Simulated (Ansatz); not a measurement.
Worked example: self-consistent single point of a (001) slab of SrIn2 (cut from a parent of space group no. 194; 6 atoms in the cell) in Ansatz (an electronic-structure program).

Computed with LDA (PW92), default PAW files made with PBE (plane waves; Ansatz).

```xyz
6
Lattice="5.0697 0.0000 0.0000 -2.5348 4.3905 0.0000 0.0000 0.0000 21.3972" Properties=species:S:1:pos:R:3 pbc="T T T"
Sr     0.0000     0.0000    12.7376
Sr     0.0000     0.0000     8.6597
In     0.0000     2.9270    14.3972
In     2.5348     1.4635     7.0000
In     2.5348     1.4635    10.3193
In     0.0000     2.9270    11.0780
```

Reference input (self-consistent single point, DFT, LDA (PW92), plane waves, default PAW files made with PBE): basis.ecutwfc = 30.9 Ry; kpoints.mp_grid.grid = 7 7 1; hamiltonian.xc = lda; hamiltonian.pseudopotentials = {kind: paw} (the program's default PAW files); scf.occupations.method = gaussian; scf.occupations.width = 0.0073 Ry. This run's input differs from it in these lines:

Ansatz 0.2 input:
```diff
@@ -16,3 +16,3 @@
   mp_grid:
-    grid: [7, 7, 1]
+    grid: [14, 14, 1]
 hamiltonian:
```

The program printed (abridged):

```
SCF iter   1: F=—  HF=-28716.654876 eV  |F-HF|=—  |Δ(HF+E_count)|=         —  Δρ=3.91e-3  dr2=4.47e-2  ethr=1.77e-3  ⟨swp⟩=13.9  Hψ=6391  notcnv=0
all-band conjugate gradients solve this SCF's bands
preconditioner: auto → LDOS
SCF iter   2: F=—  HF=-28716.657753 eV  |F-HF|=—  |Δ(HF+E_count)|=   2.88e-3  Δρ=2.76e-3  dr2=2.78e-2  ethr=6.21e-5  ⟨swp⟩=2.1  Hψ=2058  notcnv=0  defer=42
   [... lines left out ...]
SCF iter   5: F=—  HF=-28716.645185 eV  |F-HF|=—  |Δ(HF+E_count)|=   6.11e-6  Δρ=4.59e-5  dr2=1.14e-5  ethr=9.57e-8  ⟨swp⟩=2.5  Hψ=1967  notcnv=0  defer=42
SCF iter   6: F=—  HF=-28716.645182 eV  |F-HF|=—  |Δ(HF+E_count)|=   2.74e-6  Δρ=1.44e-5  dr2=1.55e-6  ethr=1.59e-8  ⟨swp⟩=2.0  Hψ=1680  notcnv=0  defer=42
SCF iter   7: F=—  HF=-28716.645182 eV  |F-HF|=—  |Δ(HF+E_count)|=   2.58e-7  Δρ=3.12e-6  dr2=1.16e-7  ethr=2.15e-9  ⟨swp⟩=2.0  Hψ=1688  notcnv=0  defer=42
SCF iter   8: F=-28716.645182 eV  HF=-28716.645182 eV  |F-HF|=6.88e-9  |Δ(HF+E_count)|=   1.25e-8  Δρ=1.24e-6  dr2=1.27e-8  ethr=1.39e-10  ⟨swp⟩=14.4  Hψ=5732  notcnv=0
SCF 1 converged in 8 iterations: F = -28716.645182 eV  dr2 = 1.27e-8
Free energy (F): -28716.645182 eV
Internal energy: -28716.624242 eV  (E = F + TS)
E sigma→0 (E₀):  -28716.634712 eV
Entropy (-TS):   -0.020940 eV (-3.490 meV/atom)
Fermi energy:    0.804915 eV
--- Forces (eV/Å), atoms counted from 1 ---
  atom   1  Sr     0.00000000    -0.00000000    -0.12430893
  atom   2  Sr     0.00000000     0.00000000     0.12430893
  atom   3  In     0.00000000     0.00000000    -0.16918133
  atom   4  In     0.00000000    -0.00000000     0.16918133
  atom   5  In     0.00000000     0.00000000    -0.00703704
  atom   6  In     0.00000000    -0.00000000     0.00703704
--- Stress (GPa, compression-positive) ---
       -1.438256       0.000000      -0.000000
       -0.000000      -1.438256       0.000000
       -0.000000       0.000000      -0.589284
  P = ⅓ Tr σ = -1.1553 GPa (-11.553 kbar)
  The stress holds the Pulay correction. Without it, at fixed plane waves, as pw.x and ABINIT print it: P = -1.1596 GPa
```

The run converged in 8 iterations. Against the reference run the free energy drops by 2.5 meV/atom and the largest force goes from 0.175 to 0.169 eV/Å.

The starting cell comes from a database of computed structures (which also holds hypothetical and non-ambient phases and stackings), without a prior relaxation at this level. The slab is cut from that crystal, and its faces are unrelaxed. Its lattice was rescaled by up to half a per cent.

Cost on one core of a shared machine: roughly 30 s.
